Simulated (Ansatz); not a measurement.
Functionals compared on H2O on the 1x1 (0001) surface of corundum (cut with top plane Al), one in a 1x1 cell, started at the site 'bridge O-O (span 2.6 Å)', in Ansatz (plane waves, PAW). The structure was relaxed with PBE; the other rows are single points on it, each with its references at the same level. Cutoff 420 eV (500 eV for r2SCAN). HSE06 used the coarser mesh 4x4x1.

Host crystal: corundum, with a band gap (PBE, scalar-relativistic without spin-orbit coupling).

Set-up: 23 atoms, 6.7 Å thick at the start under the adsorbate (thin: gaps and levels are the slab's own); mesh 6x6x1; 0.01 eV smearing; dipole correction on; 9 atoms held, the rest relaxed; no symmetry held; no spin, no spin-orbit, no U, no dispersion correction. At the end it is bonded to Al. In PBE it is, or lies within 0.03 eV of, the lowest of the starts that converged. These notes are the PBE run's. Adsorption energies are against H2O(g). A negative adsorption energy means that the adsorbate is more stable on the surface than in its reference.

A dash marks a value that is undefined for that row or was read on another mesh.

| functional | adsorption energy (eV) | gap of the slab on its k-mesh (eV) | highest filled level below the top vacuum level (eV) | rough cost of the single point |
|---|---|---|---|---|
| PBE | -0.93 | 3.48 | 4.95 | – |
| RPBE | -0.69 | 3.33 | 4.81 | very roughly 110 core-seconds |
| r2SCAN | -1.09 | 4.25 | 5.24 | about 3.0 core-minutes (a rough figure) |
| HSE06 | -0.93 | – | – | roughly 25 core-minutes |

Ansatz is a quantum-chemistry and plane-wave program.
